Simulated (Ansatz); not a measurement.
# A self-consistent single point of a sheet of Os₂C (3 atoms in the cell) with Ansatz

Method: revPBE, default PAW files made with PBE (plane waves; Ansatz, a quantum-chemistry and plane-wave program).

Input:

Ansatz 0.2 input:
```yaml
crystal:
  lattice:
    - [2.98909400, 0.00000000, 0.00000000]
    - [-1.49454700, 2.58863200, 0.00000000]
    - [0.00000000, 0.00000000, 16.43029300]
  atoms:
    - { symbol: C, position_ang: [0.00000000, 0.00000000, 8.21514650] }
    - { symbol: Os, position_ang: [-0.00000149, 1.72575553, 9.43029811] }
    - { symbol: Os, position_ang: [1.49454849, 0.86287647, 6.99999489] }
kpoints:
  mp_grid:
    grid: [7, 7, 1]
hamiltonian:
  xc: revpbe
  pseudopotentials:
    kind: paw
scf:
  occupations:
    method: cold
    width: 0.02 Ry
output:
  forces: true
  eigenvalues: true
  stress: true
```

Output, abridged:

```
WARN the atoms were moved onto the symmetric positions of the space group found under crystal.symmetry.tolerance 1.0e-5 (fractional …
WARN basis.ecutwfc = 420 eV, the default
WARN ansatz: RAYON_NUM_THREADS=1 ignored (pool sized by the plan → 1); use --threads N
Pseudopotentials: kind: paw
Pseudopotential: C, paw, valence charge 4
Pseudopotential: Os, paw, valence charge 16
Crystal: 3 atoms, lattice volume = 127.132 Å³
Basis set: ecut = 420 eV, 2419 PW (Γ), exchange–correlation on 40×40×240 points (8 copies of the dense FFT grid, shifted against one another)
Bands: 22, of which v1, the nominal top of the filled ones, is band 18 counted from 1 (17 counted from 0)
Symmetry: 12 space group operations
Space group: P-3m1 (ITA 164), of the structure as read, at distance tolerance 5.0e-5 Å
k-points: 8 of 49
PAW frozen core: C, regenerated for the run's functional, and the local potential with it
PAW frozen core: Os, regenerated for the run's functional, and the local potential with it
Initial density: superposition of atomic densities (neutral atoms: chi_scale 0, normalization atom), corrected by the library's trained network
Initial wavefunctions: pseudopotential atomic-orbital guess
Eigensolver: davidson
Functional: x = revpbe(κ = 1.245, μ = 0.2195149727645171), c = pbe(β = 0.06672455060314922)
SCF iter   1: F=—  HF=-23034.434916 eV  |F-HF|=—  |Δ(HF+E_count)|=         —  Δρ=7.61e-3  dr2=7.69e-2  ethr=1.77e-3  ⟨swp⟩=7.6  Hψ=935  notcnv=0
all-band conjugate gradients solve this SCF's bands
preconditioner: auto → LDOS
SCF iter   2: F=—  HF=-23034.432374 eV  |F-HF|=—  |Δ(HF+E_count)|=   2.54e-3  S|Δr|=    0.00e0  Δρ=3.45e-3  dr2=2.53e-2  ethr=2.14e-4  ⟨swp⟩=2.1  Hψ=334  notcnv=0
SCF iter   3: F=—  HF=-23034.429151 eV  |F-HF|=—  |Δ(HF+E_count)|=   3.22e-3  S|Δr|=    0.00e0  Δρ=7.17e-4  dr2=1.28e-3  ethr=7.03e-5  ⟨swp⟩=2.0  Hψ=261  notcnv=0
SCF iter   4: F=—  HF=-23034.429111 eV  |F-HF|=—  |Δ(HF+E_count)|=   4.02e-5  S|Δr|=    0.00e0  Δρ=2.39e-4  dr2=2.30e-4  ethr=3.55e-6  ⟨swp⟩=3.0  Hψ=344  notcnv=0
SCF iter   5: F=—  HF=-23034.429103 eV  |F-HF|=—  |Δ(HF+E_count)|=   8.21e-6  S|Δr|=    0.00e0  Δρ=9.98e-5  dr2=2.40e-5  ethr=6.38e-7  ⟨swp⟩=2.0  Hψ=233  notcnv=0
SCF iter   6: F=—  HF=-23034.429111 eV  |F-HF|=—  |Δ(HF+E_count)|=   7.69e-6  S|Δr|=    0.00e0  Δρ=3.27e-5  dr2=2.39e-6  ethr=6.67e-8  ⟨swp⟩=2.2  Hψ=292  notcnv=0
SCF iter   7: F=-23034.429111 eV  HF=-23034.429110 eV  |F-HF|=1.50e-7  |Δ(HF+E_count)|=   7.97e-8  S|Δr|=    0.00e0  Δρ=6.37e-6  dr2=8.43e-8  ethr=2.78e-10  ⟨swp⟩=7.0  Hψ=1080  notcnv=0
SCF 1 converged in 7 iterations: F = -23034.429111 eV  dr2 = 8.43e-8
SCF converged after 7 iterations
Stability not checked (fill_not_monotonic)
Free energy (F): -23034.429111 eV
Harris-Foulkes:  -23034.429110 eV  (|F-HF|=1.50e-7)
Internal energy: -23034.395676 eV  (E = F + TS)
E sigma→0 (E₀):  -23034.417966 eV
Entropy (-TS):   -0.033435 eV (-11.145 meV/atom)
Fermi energy:    2.634533 eV
--- Per-component energies (eV) ---
  E_band       = -892.766378
  E_kinetic    = 1211.362553
  E_local      = -24834.252827  (includes V_loc(G=0)·N_el)
  E_nonlocal   = 19.598885
  E_hartree    = 11877.694995
  E_xc         = -577.297004
  E_vxc        = -621.068703  (∫ρ·V_xc dr)
  E_paw        = -18141.712704  (= ΣΔE_a)
  E_vpaw       = -423.773291  (= ΣTr[D̂ρ^β])
  E_aug_tail   = -0.000138  (compensation charges beyond the density's cutoff)
  E_ewald      = 7410.257256
  E_core_change = -0.046692  (= ΣΔE_core)
  E_smearing   = -0.033435  (= −TS)
  E_closure    = -0.000000  (closes the sum)
  Σ components = -23034.429111   (vs F -23034.429111, Δ=0.00e0)
--- Forces (eV/Å), atoms counted from 1 ---
  atom   1  C      0.00000000     0.00000000     0.00000000
  atom   2  Os     0.00000000     0.00000000     0.56951024
  atom   3  Os    -0.00000000    -0.00000000    -0.56951024
  max |Σ_I F_I| component: 1.11e-16 eV/Å
--- Stress (GPa, compression-positive) ---
       -7.904474       0.000000      -0.000000
        0.000000      -7.904474      -0.000000
       -0.000000      -0.000000       1.744237
  P = ⅓ Tr σ = -4.6882 GPa (-46.882 kbar)
  The stress holds the Pulay correction. Without it, at fixed plane waves, as pw.x and ABINIT print it: P = -4.7437 GPa
--- Band table (eV; the first three rows and the last of 8) ---
  k-point 0: bands = ["-83.7447", "-83.7304", "-43.2213", "-43.1450", "-43.1450", "-43.1172", "-43.1172", "-42.9798", "-12.0357", "-6.1688", "-3.0753", "-3.0753", "-0.9973", "-0.0707", "-0.0707", "1.2708", "1.3845", "1.3914", "1.3914", "2.2706", [...]
  k-point 1: bands = ["-83.7409", "-83.7278", "-43.2298", "-43.2057", "-43.1636", "-43.1512", "-43.1277", "-42.9798", "-11.7305", "-5.6229", "-3.7548", "-2.9874", "-0.9631", "-0.5273", "0.2466", "0.3708", "1.2502", "1.3269", "2.0506", "2.5484", [...]
  k-point 2: bands = ["-83.7319", "-83.7222", "-43.3523", "-43.3225", "-43.2030", "-43.1535", "-43.1340", "-42.9857", "-11.0408", "-5.1113", "-4.2880", "-2.9807", "-1.8995", "-0.1529", "0.0571", "1.3510", "1.3724", "1.9432", "2.6298", "2.7656", [...]
  k-point 7: bands = ["-83.7202", "-83.7175", "-43.4135", "-43.3827", "-43.3237", "-43.2870", "-43.0561", "-43.0155", "-10.2383", "-5.1040", "-4.4542", "-3.5164", "-0.6183", "-0.5144", "0.0712", "1.0073", "2.2951", "2.7666", "3.6995", "3.9418", [...]
```

The run converged in 7 iterations.

The starting cell was generated: these elements placed on a structure prototype, without a prior relaxation; it need not be a known phase or ordering of this composition. Spin-orbit coupling is off. Spin polarisation is off.
